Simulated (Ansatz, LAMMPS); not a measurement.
Si well of 8 atomic layers along [001] in random Si0.5Ge0.5, 5 % Ge through the well. Cell 16.85 × 16.85 × 44.44 Å, Si356Ge220, 576 atoms. Prepared with Tersoff's 1989 multicomponent potential (SiCGe.tersoff) (LAMMPS): minimisation. 

Basis: localised support functions (accuracy medium) on a full density matrix. k-points: zone centre alone; occupations: Fermi-Dirac, 0.010 eV; spin polarisation not allowed. Scalar-relativistic, no spin-orbit coupling.

**Question.** What gap and bonding does PBE, support functions at accuracy medium on the grid of 370 eV in Ansatz (an electronic-structure program) give?

**Answer.** 
Kohn-Sham gap of the cell on its k-mesh: 0.28 eV
weight of the highest filled level on the well: 0.22
weight of the lowest empty level on the well: 0.87
coordination (neighbours within 2.872 Å): 100.0 % 4-fold
Ge-Ge bonds, mean ± spread: 2.478 ± 0.008 Å
Ge-Si bonds, mean ± spread: 2.432 ± 0.009 Å
Si-Si bonds, mean ± spread: 2.391 ± 0.009 Å
bond angles, mean ± spread: 109.5° ± 1.3°
pressure: -1.01 GPa
